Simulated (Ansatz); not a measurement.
Habitual settings against a tight run: Te4Mo2WS2 (P-6m2, 9 atoms in the cell)

Self-consistent single point.

```yaml
crystal:
  lattice:
    - [3.44706, 0.00000, 0.00000]
    - [-1.72353, 2.98524, 0.00000]
    - [0.00000, 0.00000, 31.82956]
  atoms:
    - { symbol: Te, position: [0.66667, 0.33333, 0.70984] }
    - { symbol: Te, position: [0.66667, 0.33333, 0.29016] }
    - { symbol: Te, position: [0.66667, 0.33333, 0.17247] }
    - { symbol: Te, position: [0.66667, 0.33333, 0.82753] }
    - { symbol: Mo, position: [0.33333, 0.66667, 0.76868] }
    - { symbol: Mo, position: [0.33333, 0.66667, 0.23132] }
    - { symbol: W, position: [0.66667, 0.33333, 0.00000] }
    - { symbol: S, position: [0.33333, 0.66667, 0.04751] }
    - { symbol: S, position: [0.33333, 0.66667, 0.95249] }
```

Computed with PBEsol, default PAW files made with PBE (plane waves; Ansatz, a quantum-chemistry and plane-wave program).

Base settings: basis.ecutwfc = 420 eV; kpoints.mp_grid.grid = 8 8 1; hamiltonian.xc = pbesol; hamiltonian.pseudopotentials = {kind: paw} (the program's default PAW files); scf.occupations.method = gaussian; scf.occupations.width = 0.1 eV.

Tight run (finer mesh or higher cutoff; not a proven limit): basis.ecutwfc: 420 eV → 590 eV; kpoints.mp_grid.grid: 8 8 1 → 11 11 2; scf.convergence.dr2_threshold: default (1e-07 eV) → 1e-09 eV. It gave pressure -4.05 GPa; largest force (vector length) 0.711 eV/Å.

Quick runs, as changes from the base:
- A: the base itself
- B: basis.ecutwfc: 420 eV → 295 eV; kpoints.mp_grid.grid: 8 8 1 → 4 4 4; scf.occupations.width: 0.1 eV → 0.2 eV
- C: basis.ecutwfc: 420 eV → 210 eV; kpoints.mp_grid.grid: 8 8 1 → 4 4 4; scf.convergence.dr2_threshold: default (1e-07 eV) → 0.0001 eV
- D: basis.ecutwfc: 420 eV → 335 eV; kpoints.mp_grid.grid: 8 8 1 → 6 6 6; scf.occupations.method: gaussian → methfessel_paxton; scf.occupations.width: 0.1 eV → 0.2 eV; scf.convergence.dr2_threshold: default (1e-07 eV) → 0.0001 eV
- E: basis.ecutwfc: 420 eV → 210 eV; kpoints.mp_grid.grid: 8 8 1 → 2 2 2

The count of work is k-points × plane waves × bands × iterations; it is no time. 

Pressures in the table are Ansatz's without its Pulay estimate, at a fixed set of plane waves; the tight run's value above holds the estimate.

The starting cell comes from a database of computed structures (which also holds hypothetical and non-ambient phases and stackings), without a prior relaxation at this level. Its lattice was rescaled by a random factor within 2.5 % of one. Spin polarisation is off. In the base run, with a pressure of about -4 GPa the cell is away from its equilibrium volume at this level.

```tsv
run	energy less tight (meV/atom)	pressure less tight (GPa)	largest miss in a force vector (eV/Å)	count of work / tight
A	1.0	-0.01	0.007	0.13
B	45.6	-2.83	0.044	0.10
C	3118.8	-77.75	0.417	0.049
D	6.9	-0.34	0.013	0.21
E	3439.1	-77.61	0.488	0.022
```

Among the runs at the tight run's level, the energy misses run from 1.0 to 3439.1 meV/atom.

Left out of this page: 1 run of the series unsound by tests on forces, stress, charge or solver warnings.

Keys are those of Ansatz 0.2.
